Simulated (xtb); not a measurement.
xtb 6.7.1, GFN2-xTB: cluster of 200 water molecules, 600 atoms. The geometry is a generated start, not checked to be a minimum at this level.

```text
600

O     11.115370    11.195990    13.878110
H     10.406740    11.603400    14.376420
H     10.669830    10.663270    13.219200
O     10.943970    11.246480    10.729760
H     10.931370    10.289790    10.761870
H     11.811200    11.486090    11.056780
O      7.848370    11.241050    13.916640
... (590 lines of coordinates left out) ...
O      1.666690    11.248650    20.139690
H      1.192780    10.639950    19.572820
H      2.588320    11.114840    19.918000
```

The program reports basis functions: 1200, valence electrons: 1600.

It runs on a single node (Intel Xeon 6 (Granite Rapids), 96 cores on 1 socket, 2 hardware threads a core, 3 L3 cache groups, 3 NUMA nodes).

Wall times, medians of two to five repeats, each run alone on the node (launch to exit). Processes are pinned to neighbouring cores unless said otherwise. The build: conda-forge: gfortran, OpenMP (GNU), OpenBLAS with its own threads; another build can shift the numbers. Scratch files lie in a memory file system. This build's BLAS runs threads of its own beside OpenMP's, on the same cores; «BLAS threads» counts them.

Started as
```bash
OMP_NUM_THREADS=32 xtb in.xyz --gfn 2 --grad -P 32 --norestart
```
(32 threads, 32 BLAS threads) it takes 3.3 s and 9 SCC iterations of the first single point.

Q: Estimate the wall time with 32 threads, 1 BLAS thread.

A: About 5.0 s (3 runs within 1 %): 1.5× as long. The SCC iterations take 1.7 s with 32 and 3.7 s with 1 BLAS thread. Change in the result: energy equal as printed, forces (largest component) under 0.001 meV/Å.
